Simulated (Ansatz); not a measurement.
Candidates (primitive cells; geometry: relaxed with this functional, without spin-orbit coupling):
A. Be₂Ag (Fd-3m), a = 4.4842 Å, b = 4.4842 Å, c = 4.4842 Å, α = 60.00°, β = 60.00°, γ = 60.00°
B. MgLa (Pm-3m), a = 3.909 Å, b = 3.909 Å, c = 3.909 Å, α = 90.00°, β = 90.00°, γ = 90.00°
C. CuZn (Pm-3m), a = 2.907 Å, b = 2.907 Å, c = 2.907 Å, α = 90.00°, β = 90.00°, γ = 90.00°
D. ScPt$_{3}$ (Pm-3m), a = 3.952 Å, b = 3.952 Å, c = 3.952 Å, α = 90.00°, β = 90.00°, γ = 90.00°
E. TiZn3 (Pm-3m), a = b = c = 3.855 Å, α = β = γ = 90.00°

Order them by resistivity at 300 K (highest first) at the level PBEsol, DFPT electron-phonon coupling, linearised Boltzmann equation in Ansatz (a program for electronic structure).

B (41 μΩ·cm), E (22 μΩ·cm), D (14.2 μΩ·cm), A (6.1 μΩ·cm), C (4.4 μΩ·cm)

Metals; harmonic phonons alone scatter; means over directions. Halving the electron mesh moves these values by up to 9 %; q meshes are mostly untested. Some of the runs warned that the eigensolver left states short of its tolerance. Spin-orbit coupling is left out.

Formula and space group known from diffraction (Crystallography Open Database), not checked to be the room-temperature form: Be2Ag (Fd-3m), MgLa (Pm-3m), ScPt3 (Pm-3m), TiZn3 (Pm-3m). The missing spin-orbit coupling matters most for ScPt3 (Pm-3m).
